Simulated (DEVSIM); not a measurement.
Structure: abrupt Si n-p junction, at 300 K.

| layer (left to right) | material | thickness (μm) | Nd (cm⁻³) | Na (cm⁻³) | τn (s) | τp (s) |
|---|---|---|---|---|---|---|
| 1 | Si | 0.110 | 1e18 | - | 8e-5 | 8e-5 |
| 2 | Si | 21.0 | - | 5.6e17 | 8e-5 | 8e-5 |

Left contact: ohmic. Right contact: ohmic. Voltage is applied to the left contact. Recombination: SRH at mid-gap. Mobility is μmin + (μ − μmin)/(1 + (N/Nref)^α).

This is a model device: material constants are rounded textbook-type values typed into the input, and sizes, dopings and lifetimes were drawn at random. Values at 300 K.

```tsv
parameter	Si
gap (eV)	1.124
affinity (eV)	4.05
permittivity	11.7
Nc (cm⁻³)	2.86e19
Nv (cm⁻³)	3.1e19
μn (cm²/Vs)	1417
μp (cm²/Vs)	470
μn,min	52
μp,min	45
Nref,n	9.7e16
Nref,p	2.2e17
αn	0.68
αp	0.72
```

DEVSIM, 1D drift-diffusion, Boltzmann statistics, complete ionisation; no tunnelling, impact ionisation, image-force lowering or self-heating.

The thickness of layer 1 was swept, all else fixed.

```
thickness of layer 1 (μm)  dark forward voltage at 1 A/cm² (V)  dark forward voltage at 100 A/cm² (V)
-------------------------  -----------------------------------  -------------------------------------
0.022                                                    0.606                                  0.744
0.038                                                    0.629                                  0.765
0.066                                                    0.647                                  0.782
0.11                                                     0.662                                  0.795
0.19                                                     0.677                                  0.810
0.33                                                     0.691                                  0.824
0.55                                                     0.704                                  0.835
```

From the first row to the last the dark forward voltage at 1 A/cm² goes from 0.606 to 0.704. From the first row to the last the dark forward voltage at 100 A/cm² goes from 0.744 to 0.835.
